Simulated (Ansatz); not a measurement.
## Effect of strain tensor (xx, yy, zz, yz, xz, xy) = (+0.37, +0.50, −2.63, +0.94, +0.62, +0.41) % on CuI

The parent structure is CuI in the zinc blende structure (space group F-43m, No. 216; a = 5.9390 Å). Axes: x, y, z lie along the cube axes.

The change: strain tensor (xx, yy, zz, yz, xz, xy) = (+0.37, +0.50, −2.63, +0.94, +0.62, +0.41) %; the atoms relax in the strained cell.

All numbers come from Ansatz (a first-principles code) PBEsol, no SOC, earlier PAW set. Γ-centred 10×10×10 mesh, Fermi–Dirac width 0.05 eV.

```tsv
quantity	base	changed	shift
volume per atom	26.19 Å³	25.72 Å³	-0.47 Å³
shortest interatomic distance	2.572 Å	2.556 Å	-0.0152 Å
energy relative to the base (free energy F)	0 meV/atom	+3.4 meV/atom	+3.4 meV/atom
pressure (mean of the normal stresses, compression positive)	-0.01 GPa	0.91 GPa	+0.914 GPa
band gap	1.17 eV	1.18 eV	+0.01 eV
gap character	direct at Γ	direct at Γ	–
valence-band top at Γ (three highest levels, from the VBM)	0.00, 0.00, 0.00 eV	0.00, -0.05, -0.08 eV	–
valley order (the lowest conduction-band minima on the path, energy above the VBM, named in the base's zone)	Γ 1.17 eV; L along ⟨111⟩ 2.11 eV; X along ⟨100⟩ 2.47 eV	Γ 1.18 eV; L along [11-1] 2.01 eV; L along [1-11] 2.03 eV; L along [1-1-1] 2.07 eV	–
largest internal atomic displacement	–	0.017 Å	–
stress (xx, yy, zz, yz, xz, xy; compression positive)	–	(0.73, 0.71, 1.28, -0.46, -0.30, -0.20) GPa	–
```

Cost of the whole job for the changed cell (relaxation, final SCF and bands): about 2.0 core-minutes (a rough figure).

Spin-orbit coupling, missing from the scalar runs, can matter with I. Whether these cells are dynamically stable was not tested. All final runs are without spin polarisation. k-point labels follow each cell's own Brillouin zone.
